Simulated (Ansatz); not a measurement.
Start from TiO2 in the anatase structure (space group I4_1/amd, No. 141; a = 3.798 Å, c = 9.704 Å). Axes: x, y, z lie along a, b, c of the conventional cell.

(Cell as relaxed with PBE.)

Levels (all Ansatz, a program for electronic structure, PAW, earlier PAW set): PBE (420 eV, no spin-orbit coupling); PBEsol (420 eV, without spin-orbit coupling).

Each level relaxes its own structure.

```json
[
 {"base": "volume per atom", "PBE": "11.67 Å³", "PBEsol": "11.32 Å³"},
 {"base": "lattice parameter a", "PBE": "379.8 pm", "PBEsol": "377.0 pm"},
 {"base": "band gap", "PBE": "2.13 eV", "PBEsol": "2.11 eV"}
]
```

Perturbation: uniaxial strain ε_zz = +5.33 %, all other strain components held at zero; the atoms relax in the strained cell.

| quantity | PBE | PBEsol |
|---|---|---|
| stress (xx, yy, zz, yz, xz, xy; compression positive) | (-6.93, -6.93, -9.61, 0.00, 0.00, 0.00) GPa | ? |
| shift of the gap caused by the change | +0.09 eV | ? |
| shortest interatomic distance | 196.4 pm | ? |
| band gap | 2.22 eV | ? |

Problem. Predict the PBEsol column.

Solution. 
- stress (xx, yy, zz, yz, xz, xy; compression positive), PBEsol: (-7.38, -7.38, -9.94, 0.00, 0.00, 0.00) GPa
- shift of the gap caused by the change, PBEsol: +0.13 eV
- shortest interatomic distance, PBEsol: 194.6 pm
- band gap, PBEsol: 2.24 eV

PBE's shift of the gap caused by the change lies 0.035 eV below PBEsol's; PBE's shortest interatomic distance lies 1.8 pm above PBEsol's (0.9 %); PBE's band gap lies 0.02 eV below PBEsol's. Neither level is exact; PBEsol is the comparison here, not a measurement.

Stability against distortions was not tested. The final runs are not spin-polarised.
